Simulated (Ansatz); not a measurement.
## Response to strain in hypothetical zinc blende BiB

Consider BiB in the zinc blende structure (space group F-43m, No. 216; a = 5.456 Å; a hypothetical phase, not in the database extracts checked). Axes: x, y, z lie along the cube axes.

Strains are applied to the cell and any free atomic positions relax; under biaxial strain the out-of-plane vector relaxes too; under stress the whole cell relaxes.

Levels (all Ansatz, an electronic-structure program, PAW): PBEsol (420 eV, scalar-relativistic without spin-orbit coupling); r2SCAN (500 eV, without spin-orbit coupling); HSE06 (420 eV, spin-orbit coupling left out).

Band gaps by level, all at the geometries relaxed with PBEsol:

```json
[
 {"case": "base", "PBEsol": "0.45 eV", "r2SCAN": "0.54 eV", "HSE06": "1.01 eV"},
 {"case": "biaxial strain +1.24 %, plane normal [110], relaxed out of plane", "PBEsol": "0.20 eV", "r2SCAN": "0.28 eV", "HSE06": "___"},
 {"case": "isotropic strain −0.84 %", "PBEsol": "0.55 eV", "r2SCAN": "0.70 eV", "HSE06": "1.12 eV"},
 {"case": "strain tensor (xx, yy, zz, yz, xz, xy) = (+1.53, −1.96, +0.81, −1.08, +1.68, −0.42) %", "PBEsol": "zero", "r2SCAN": "___", "HSE06": "–"},
 {"case": "uniaxial stress, 3 GPa compression along x", "PBEsol": "0.21 eV", "r2SCAN": "0.39 eV", "HSE06": "0.70 eV"},
 {"case": "tensor shear ε_xz = −2.49 %", "PBEsol": "zero", "r2SCAN": "___", "HSE06": "0.54 eV"}
]
```

Task: What belongs in the blanks?

Result: 
- biaxial strain +1.24 %, plane normal [110], relaxed out of plane, HSE06: 0.75 eV
- strain tensor (xx, yy, zz, yz, xz, xy) = (+1.53, −1.96, +0.81, −1.08, +1.68, −0.42) %, r2SCAN: 0.11 eV
- tensor shear ε_xz = −2.49 %, r2SCAN: 0.13 eV

A biaxial case was relaxed in a doubled cell and then solved in the primitive one. Single points use the geometry relaxed with PBEsol. HSE06 was sampled on its mesh, a few special points and the semilocal edge points, so its gap is an upper bound. With Bi present, leaving out spin-orbit coupling can change the band edges. Beyond what the load breaks, stability against distortions was not tested. All final runs are without spin polarisation. Gaps under 0.05 eV, about the width of the smearing, are given as zero. A zero or small gap of BiB under biaxial strain +1.24 %, plane normal [110], relaxed out of plane, BiB under strain tensor (xx, yy, zz, yz, xz, xy) = (+1.53, −1.96, +0.81, −1.08, +1.68, −0.42) %, BiB under uniaxial stress, 3 GPa compression along x and BiB under tensor shear ε_xz = −2.49 % can be the functional's error rather than a property of the material.
